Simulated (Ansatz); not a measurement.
A self-consistent single point of Al (Fm-3m, 1 atom in the cell) with Ansatz (an electronic-structure program).

Computed with PBEsol, default PAW files made with PBE (plane waves; Ansatz).

The change in words: lattice scaled by 0.98; basis.ecutwfc: 420 eV → 735 eV. Reference geometry:
```xyz
1
Lattice="0.0000 2.0311 2.0311 2.0311 0.0000 2.0311 2.0311 2.0311 0.0000" Properties=species:S:1:pos:R:3 pbc="T T T"
Al     0.0000     0.0000     0.0000
```

Reference input (self-consistent single point, DFT, PBEsol, plane waves, default PAW files made with PBE): basis.ecutwfc = 420 eV; kpoints.mp_grid.grid = 14 14 14; hamiltonian.xc = pbesol; hamiltonian.pseudopotentials = {kind: paw} (the program's default PAW files); scf.occupations.method = gaussian; scf.occupations.width = 0.1 eV. This run's input differs from it in these lines:

Ansatz 0.2 input:
```diff
@@ -3,5 +3,5 @@
   lattice:
-    - [0.000000, 2.031075, 2.031075]
-    - [2.031075, 0.000000, 2.031075]
-    - [2.031075, 2.031075, 0.000000]
+    - [0.000000, 1.990453, 1.990453]
+    - [1.990453, 0.000000, 1.990453]
+    - [1.990453, 1.990453, 0.000000]
   atoms:
@@ -9,3 +9,3 @@
 basis:
-  ecutwfc: 420.0
+  ecutwfc: 735.0
 kpoints:
```

The program printed (abridged):

```
SCF iter   1: F=—  HF=-524.540534 eV  |F-HF|=—  |Δ(HF+E_count)|=         —  Δρ=7.67e-4  dr2=4.32e-5  ethr=1.77e-3  ⟨swp⟩=4.8  Hψ=5392  notcnv=0
all-band conjugate gradients solve this SCF's bands
preconditioner: auto → none
SCF iter   2: F=—  HF=-524.540548 eV  |F-HF|=—  |Δ(HF+E_count)|=   1.45e-5  Δρ=3.85e-4  dr2=1.07e-5  ethr=1.44e-6  ⟨swp⟩=1.7  Hψ=1533  notcnv=0
iter 3 did not close the SCF: its close was put off for the readings that it lacked (scf_convergence_deferred on its scf_iter line)
   [... lines left out ...]
SCF iter   4: F=-524.540554 eV  HF=-524.540554 eV  |F-HF|=1.58e-10  |Δ(HF+E_count)|=   4.65e-9  Δρ=2.73e-6  dr2=6.79e-10  ethr=3.38e-10  ⟨swp⟩=1.9  Hψ=713  notcnv=0
iter 5 did not close the SCF: its close was put off for the readings that it lacked (scf_convergence_deferred on its scf_iter line)
SCF iter   5: F=-524.540554 eV  HF=-524.540554 eV  |F-HF|=1.59e-12  |Δ(HF+E_count)|=  1.78e-10  Δρ=2.23e-7  dr2=6.06e-12  ethr=2.26e-11  ⟨swp⟩=1.0  Hψ=574  notcnv=0
SCF iter   6: F=-524.540554 eV  HF=-524.540554 eV  |F-HF|=1.14e-13  |Δ(HF+E_count)|=  1.36e-12  Δρ=4.03e-8  dr2=1.93e-13  ethr=1.00e-12  ⟨swp⟩=2.2  Hψ=2114  notcnv=0
SCF 1 converged in 6 iterations: F = -524.540554 eV  dr2 = 1.93e-13
Free energy (F): -524.540554 eV
Internal energy: -524.538195 eV  (E = F + TS)
E sigma→0 (E₀):  -524.539375 eV
Entropy (-TS):   -0.002359 eV (-2.359 meV/atom)
Fermi energy:    8.321305 eV
--- Forces (eV/Å), atoms counted from 1 ---
  atom   1  Al    -0.00000000    -0.00000000     0.00000000
--- Stress (GPa, compression-positive) ---
        1.952419       0.000000       0.000000
        0.000000       1.952419       0.000000
        0.000000       0.000000       1.952419
  P = ⅓ Tr σ = 1.9524 GPa (19.524 kbar)
  The stress holds the Pulay correction. Without it, at fixed plane waves, as pw.x and ABINIT print it: P = 1.9504 GPa
```

The run converged in 6 iterations. Against the reference run the free energy goes down by 4.1 meV/atom and the pressure goes from -2.87 to 1.95 GPa. The full log also holds: “iter 3 did not close the SCF: its close was put off for the readings that it lacked (scf_convergence_deferred on its scf_iter line)”.

The starting cell has typed, rounded lattice constants, without a prior relaxation at this level. Its lattice was rescaled by up to half a per cent. For this run, on top of that: lattice scaled by 0.98. Ansatz's pressure includes its estimate of the finite-basis (Pulay) stress.
